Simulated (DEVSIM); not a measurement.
System: W/SiO2/n-Si capacitor, at 350 K.

Layer 1 from the left is SiO2, thickness (nm) 5.80. Layer 2 from the left is Si, thickness (nm) 3900, Nd (cm⁻³) 2.2e16.

Metal gate on the left, work function 4.6 eV. Fixed charge at the semiconductor interface 0 cm⁻² (in units of +e); no interface traps.

The device is made up for the run: typed textbook-type constants, with dimensions and the other settings drawn at random. Values at 300 K; Nc and Nv go as T^1.5, mobilities as T to minus their exponent, the gap by Varshni's rule with the affinity fixed.

SiO2: gap (eV) 9, affinity (eV) 0.9, permittivity 3.9. Si: gap (eV) 1.124, affinity (eV) 4.05, permittivity 11.7, Nc (cm⁻³) 2.86e19, Nv (cm⁻³) 3.1e19, Varshni α (eV/K) 0.000473, Varshni β (K) 636.

Simulated with DEVSIM: 1D Poisson equation in equilibrium, Boltzmann statistics, complete ionisation; no quantum confinement or tunnelling. Metal contacts follow the ideal Schottky-Mott rule: no Fermi-level pinning, no interface dipoles.

Task: What does the simulation give for the threshold voltage (band bending 2φF), the minimum of the low-frequency capacitance?

Result: threshold voltage (band bending 2φF) -0.45 V; minimum of the low-frequency capacitance 0.0556 μF/cm².
